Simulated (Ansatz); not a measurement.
TiC: stress against strain

TiC (rock salt, Fm-3m, 9.670 Å³/atom at rest) under an equal strain ε in the (111) plane with the normal axis free, as in a coherent film. LDA in Ansatz, a plane-wave DFT program (PAW, default set), 420 eV, 23×23×23 Γ-centred mesh, Fermi-Dirac smearing 0.10 eV; ions are relaxed within the symmetry of each cell. Stress is positive for a compressed cell.

Here s stands for strain and y for stress xx.

```csv
strain (%),stress xx (GPa)
-1.25,7.61
-0.83,4.98
-0.42,2.48
0.00,0.00
0.42,-2.40
0.83,-4.68
1.25,-6.94
2.50,?
```

The 7 complete rows are fitted with a straight line, y against s. Means: s 0, y 0.150. About the means, the sum of products is -28.255 and the sum of squares of s is 4.8556; the slope is their ratio. Least squares gives y = 0.150 - 5.8190·s. Residuals (row less fit): 0.186, 0.000, -0.114, -0.150, -0.106, 0.000, 0.184; standard error 0.152 (degrees of freedom: 5). The slope gives the biaxial elastic modulus of this plane = 582 ± 7 GPa.

Estimate the missing y (s = 2.50); what did the run itself give?

y = 0.150 - 5.8190 × 2.50 = -14.397 GPa. The calculation gives -13.25 GPa, 1.147 GPa above the prediction (5.5 % of the range of y in the table). The row lies outside the fitted rows, so this is an extrapolation. From the scatter of the fitted rows alone, a prediction at this place has a standard error of 0.237 GPa, so the miss is 4.8 times that.

One order more, fitted to all 13 runs of the series, follows each within 0.02, so the miss is the next term of a smooth law. In a metal these values are sensitive to mesh and smearing; energies are taken to zero smearing, stresses follow the free energy. Rows are the converged runs of the series near zero and its far end; series whose fitted rows scatter by over a few per cent of the range, as at a crossing or softening among them, aren't shown in this form. Most that stay on the fit to the last digits aren't either.
